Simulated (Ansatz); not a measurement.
End structure of a constructed model of the (0001) surface of hcp Hf, a pseudomorphic layer of Sc in the host's stacking (bottom of the slab: a bare face, its two planes held):

```xyz
7
Lattice="3.2049 0.0000 0.0000 -1.6024 2.7755 0.0000 0.0000 0.0000 32.0000" Properties=species:S:1:pos:R:3 pbc="T T T"
Hf     1.6024     0.9252     8.1394
Hf     0.0000     1.8503    10.6730
Hf     1.6024     0.9252    13.2448
Hf     0.0000     1.8503    15.7738
Hf     1.6024     0.9252    18.3030
Hf     0.0000     1.8503    20.8383
Sc     1.6024     0.9252    23.3246
```

Set-up: 7 atoms, 15.7 Å thick at the start; mesh 13x13x1; 0.1 eV smearing; dipole correction on; single point; on the structure that PBE left under its start's symmetry; no spin, no spin-orbit, no U. It is one candidate, not shown to be the stable structure of the face.

Problem. What work function of the top face does Ansatz (a program for electronic structure) with r2SCAN, at the PBE geometry give?

Solution. 4.02 eV
